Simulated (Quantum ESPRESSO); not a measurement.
A working Quantum ESPRESSO input for TeHO₃ (Pna2_1, 40 atoms in the cell) (DFT, PBEsol, plane waves, GBRV 1.5 ultrasoft (PBESOL) pseudopotentials):

```fortran
&control
  calculation = 'scf'
  prefix = 'run'
  outdir = './out'
  pseudo_dir = './'
  tprnfor = .true.
  tstress = .true.
/
&system
  ibrav = 0
  nat = 40
  ntyp = 3
  ecutwfc = 40
  ecutrho = 200
  occupations = 'fixed'
  nbnd = 104
/
&electrons
  conv_thr = 1.0d-10
/
ATOMIC_SPECIES
Te   127.6000  te_pbesol_v1.uspp.F.UPF
H      1.0080  h_pbesol_v1.4.uspp.F.UPF
O     15.9990  o_pbesol_v1.2.uspp.F.UPF
ATOMIC_POSITIONS crystal
Te    0.8888900000    0.9502000000    0.9812100000
Te    0.1111100000    0.0498000000    0.4812100000
Te    0.6111100000    0.4502000000    0.4812100000
Te    0.3888900000    0.5498000000    0.9812100000
Te    0.6020100000    0.8277500000    0.8476700000
Te    0.3979900000    0.1722500000    0.3476700000
Te    0.8979900000    0.3277500000    0.3476700000
Te    0.1020100000    0.6722500000    0.8476700000
H     0.6262100000    0.0121300000    0.4806400000
H     0.3737900000    0.9878700000    0.9806400000
H     0.8737900000    0.5121300000    0.9806400000
H     0.1262100000    0.4878700000    0.4806400000
H     0.8198900000    0.8201900000    0.4054100000
H     0.1801100000    0.1798100000    0.9054100000
H     0.6801100000    0.3201900000    0.9054100000
H     0.3198900000    0.6798100000    0.4054100000
O     0.7597900000    0.9519400000    0.7477600000
O     0.2402100000    0.0480600000    0.2477600000
O     0.7402100000    0.4519400000    0.2477600000
O     0.2597900000    0.5480600000    0.7477600000
O     0.5594400000    0.9459100000    0.5240400000
O     0.4405600000    0.0540900000    0.0240400000
O     0.9405600000    0.4459100000    0.0240400000
O     0.0594400000    0.5540900000    0.5240400000
O     0.1683200000    0.8550100000    0.6623100000
O     0.8316800000    0.1449900000    0.1623100000
O     0.3316800000    0.3550100000    0.1623100000
O     0.6683200000    0.6449900000    0.6623100000
O     0.0212500000    0.9128700000    0.2321500000
O     0.9787500000    0.0871300000    0.7321500000
O     0.4787500000    0.4128700000    0.7321500000
O     0.5212500000    0.5871300000    0.2321500000
O     0.9425900000    0.7635200000    0.7907400000
O     0.0574100000    0.2364800000    0.2907400000
O     0.5574100000    0.2635200000    0.2907400000
O     0.4425900000    0.7364800000    0.7907400000
O     0.7950200000    0.8207100000    0.2168600000
O     0.2049800000    0.1792900000    0.7168600000
O     0.7049800000    0.3207100000    0.7168600000
O     0.2950200000    0.6792900000    0.2168600000
K_POINTS automatic
2 2 3  0 0 0
CELL_PARAMETERS bohr
  22.1345321731     0.0000000000     0.0000000000
   0.0000000000    15.9303156415     0.0000000000
   0.0000000000     0.0000000000     9.4023701276
```

The run converged in 18 iterations: free energy E − TS -13510.5057 eV; top of the valence band (on the code's own zero) 3.90 eV; gap on the k-point mesh 1.95 eV; pressure 4.65 GPa; largest force (vector length) 1.113 eV/Å. Each of these slips is then made, one at a time:

(1)
```diff
-  ecutwfc = 40
-  ecutrho = 200
+  ecutwfc = 20
+  ecutrho = 100
```

(2)
```diff
-/
-&electrons
-  conv_thr = 1.0d-10
```

How does each altered input end?


(1) An energy in the wrong unit. The run converged in 16 iterations without an error; against the sound input the free energy goes up by 1.85 eV/atom, the pressure goes from 4.65 to -81.43 GPa, the largest force goes from 1.113 to 1.273 eV/Å and the gap on the mesh goes from 1.949 to 1.913 eV.

(2) A required namelist left out. The program stopped before any SCF iteration.
```
Error in routine  read_namelists (1):
bad line in namelist &electrons: "   0.0000000000     0.0000000000     9.4023701276" (error could be in the previous line)
```

The starting cell comes from a database of computed structures (which also holds hypothetical and non-ambient phases and stackings), without a prior relaxation at this level. Spin-orbit coupling is off. In the base run, with a pressure of about 5 GPa the cell is away from its equilibrium volume at this level. In the base run, forces exceed 1 eV/Å.

Left out of this page: 3 runs of the series outside the window shown, repeating another row's setting, or not comparable.
